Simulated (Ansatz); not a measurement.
Li on the 1x1 (111) surface of fcc Pd, one in a 1x1 cell, energies for each (6.7 Å²). Energies are against an atom of bcc Li, without zero-point or thermal terms; each row is named by its start.

The numbers are results of PBE (plane waves to 420 eV, PAW; Ansatz, a quantum-chemistry and plane-wave program), not measurements.

Slab: 5 atoms, 6.8 Å thick at the start under the adsorbate (thin: gaps and levels are the slab's own); k 12x12x1, smearing 0.1 eV, dipole-corrected; 2 atoms held, the rest relaxed; each run with such symmetry as its start has; no spin, no spin-orbit, no U, no dispersion correction.

A negative adsorption energy means that the adsorbate is more stable on the surface than in its reference. Starts that drift may end in the same place. Heights count from the host atoms within 0.3 Å of the top one.

| starting site | E_ads (eV) | height (Å) | nearest host atom (Å) | bonded to | Δ work function (eV) | lateral drift (Å) |
|---|---|---|---|---|---|---|
| top Pd | -0.36 | 2.34 | Pd 2.34 | Pd | -1.30 | 0.0 |
| hollow Pd-Pd-Pd over Pd at depth 2.3 Å | -0.84 | 1.92 | Pd 2.51 | 3 Pd | -1.85 | 0.0 |
| hollow Pd-Pd-Pd over Pd at depth 4.5 Å | -0.83 | 1.93 | Pd 2.51 | 3 Pd | -1.83 | 0.0 |
| bridge Pd-Pd (span 2.8 Å) | -0.84 | 1.93 | Pd 2.51 | 3 Pd | -1.85 | 0.8 |
